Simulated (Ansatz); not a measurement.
The cell is made up: elements placed on another compound's structure type, so the phase may be hypothetical.

By r2SCAN, the system below comes out a metal.

Here is the system:

```yaml
crystal:
  lattice:
    - [4.58268, 0.00000, 0.00000]
    - [0.00000, 4.58268, 0.00000]
    - [0.00000, 0.00000, 4.58268]
  atoms:
    - { symbol: Zr, position: [0.00000, 0.50000, 0.50000] }
    - { symbol: Zr, position: [0.50000, 0.00000, 0.50000] }
    - { symbol: Zr, position: [0.50000, 0.50000, 0.00000] }
    - { symbol: C, position: [0.50000, 0.00000, 0.00000] }
    - { symbol: C, position: [0.00000, 0.50000, 0.00000] }
    - { symbol: C, position: [0.00000, 0.00000, 0.50000] }
```

Space group of this cell: Pm-3m. The cell was relaxed by PBE-D3(BJ); by r2SCAN its mean pressure is 3.7 GPa.

The current flows along the normal of the first two printed cell vectors. No spin-orbit coupling; the value is a mean over 0.1 eV about the Fermi level.

Question: Estimate the ballistic conductance per area that r2SCAN in Ansatz (a program for electronic structure) returns for this system.

Answer: 0.72 × 10¹⁵ S/m² for both spins.
